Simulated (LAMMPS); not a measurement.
Simulation of a melt made from Cu (fcc), 2048 atoms, at 1220 K and 0 GPa, brought to that temperature within a few picoseconds.

All values are model results, not measurements: classical MD, pair style adp, file AlCu.adp; code LAMMPS.

```
frequency (THz)  spectral density (1/THz)
---------------  ------------------------
0.07250                            0.0579
0.3625                             0.0637
0.6535                             0.0745
0.9435                             0.0860
1.234                              0.0979
1.524                              0.1092
1.815                              0.1193
2.104                              0.1283
2.394                              0.1359
2.686                              0.1406
2.976                              0.1445
3.266                              0.1482
3.556                              0.1462
3.846                              0.1439
4.136                              0.1424
4.426                              0.1369
4.717                              0.1320
5.008                              0.1315
5.297                              0.1266
5.588                              0.1225
5.878                              0.1230
6.168                              0.1189
6.458                              0.1115
6.749                              0.1040
7.040                              0.0958
7.329                              0.0851
7.620                              0.0739
7.910                              0.0634
8.200                              0.0526
8.491                              0.0427
8.780                              0.0343
9.072                              0.0276
9.361                              0.0225
9.652                              0.0184
9.942                              0.0150
10.23                              0.0124
10.52                              0.0103
10.81                              0.0085
11.10                              0.0072
11.39                              0.0062
11.68                              0.0052
11.97                              0.0044
12.26                              0.0039
12.55                              0.0034
12.84                              0.0029
13.14                              0.0025
13.43                              0.0021
13.72                              0.0018
14.01                              0.0016
14.30                              0.0014
```

Main features:
- state found: liquid
- mean frequency of the velocity spectrum: 4.5 THz

Caution: this liquid lies under the melting point of about 1330 K that EAM-type AlCu.adp gives, so it is undercooled.
